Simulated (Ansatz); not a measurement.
# A computed series for WC: response to strain

The parent structure is WC (space group P-6m2, No. 187; a = 2.9127 Å, c = 2.8354 Å; relaxed with 0.1 eV smearing).

Strains are applied to the cell and any free atomic positions relax.

Calculations: r2SCAN/PAW in Ansatz (a quantum-chemistry and plane-wave program), scalar-relativistic without spin-orbit coupling.

Notes on the quantities. energy relative to the base: free energy F.

```tsv
isotropic strain (%)	energy relative to the base (meV/atom)
-0.59	4.2
-0.52	3.3
0	0.0
2.58	?
5.47	298.1
```

Fit ΔE = Aε² + Bε³ (ε in %) to the rows shown and predict the withheld row.

Least squares on the printed values gives A = 11.9 and B = -0.36 meV/atom (largest residual 0.0 meV/atom); this predicts 73.2 meV/atom, and the run gives 72.6 meV/atom, 0.6 lower.

No phonon test of stability was made. All final runs are without spin polarisation.
